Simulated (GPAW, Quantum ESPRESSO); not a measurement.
A GPAW input for a self-consistent single point of TaF3 (Pm-3m, 4 atoms in the cell) (DFT PBEsol+U, plane waves, GPAW PAW datasets PBEsol (made by gpaw-setup)):

```python
from ase import Atoms
from ase.units import GPa
from gpaw import GPAW, PW

atoms = Atoms(['Ta', 'F', 'F', 'F'],
              cell=[[4.166650, 0.000000, 0.000000],
                    [0.000000, 4.166650, 0.000000],
                    [0.000000, 0.000000, 4.166650]],
              positions=[[0.000000, 0.000000, 0.000000],
                         [0.000000, 2.083325, 0.000000],
                         [2.083325, 0.000000, 0.000000],
                         [0.000000, 0.000000, 2.083325]],
              pbc=True)

atoms.set_initial_magnetic_moments([1.0, 0.0, 0.0, 0.0])

calc = GPAW(spinpol=True,
            mode=PW(950),
            xc='PBEsol',
            setups={'Ta': ':d,8.0'},
            kpts=(9, 9, 9),
            occupations={'name': 'methfessel-paxton', 'width': 0.272, 'order': 0},
            nbands=-8,
            convergence={'forces': 0.001},
            symmetry={'symmorphic': False, 'tolerance': 0.0005},
            maxiter=120)

atoms.calc = calc

energy = atoms.get_potential_energy()
print('Energy (eV):', round(energy, 6))
forces = atoms.get_forces()
print('Forces (eV/Ang):')
print(forces.round(5))
stress = atoms.get_stress()
print('Stress (GPa, Voigt):', (stress / GPa).round(4))
```

### Question
Write the same calculation as an input for Quantum ESPRESSO.

### Answer
This is the input that was run; spellings and numerical settings could be chosen otherwise.

```fortran
&CONTROL
  calculation = 'scf',
  outdir = './tmp',
  pseudo_dir = './',
  tprnfor = .true.,
  tstress = .true.,
/
&SYSTEM
  ibrav = 1,
  celldm(1) = 7.8738273572,
  nat = 4,
  ntyp = 2,
  ecutwfc = 85,
  occupations = 'smearing',
  smearing = 'gauss',
  degauss = 0.019992,
  nspin = 2,
  starting_magnetization(1) = 0.077,
/
&ELECTRONS
  conv_thr = 1.0d-10,
  mixing_beta = 0.3,
/
ATOMIC_SPECIES
Ta   180.9479  Ta.upf
F     18.9984  F.upf
ATOMIC_POSITIONS {crystal}
Ta    0.0000000000    0.0000000000    0.0000000000
F     0.0000000000    0.5000000000    0.0000000000
F     0.5000000000    0.0000000000    0.0000000000
F     0.0000000000    0.0000000000    0.5000000000
K_POINTS {automatic}
9 9 9  0 0 0
HUBBARD {atomic}
U Ta-5d 8
```

Basis, cutoffs, solver keys and any potentials are the target program's own. This input uses DFT, PBEsol+U, plane waves, PseudoDojo standard norm-conserving (PBESOL) pseudopotentials. Both were run: size of the net moment 0.50 μB/atom in GPAW and 0.50 in Quantum ESPRESSO.

On GPAW: the starting cell comes from a database of computed structures (which also holds hypothetical and non-ambient phases and stackings), without a prior relaxation at this level. With one magnetic atom in the cell only a parallel order is possible. With U or open f shells several self-consistent states can exist.

On Quantum ESPRESSO: the starting cell comes from a database of computed structures (which also holds hypothetical and non-ambient phases and stackings), without a prior relaxation at this level. With one magnetic atom in the cell only a parallel order is possible. With U or open f shells several self-consistent states can exist.
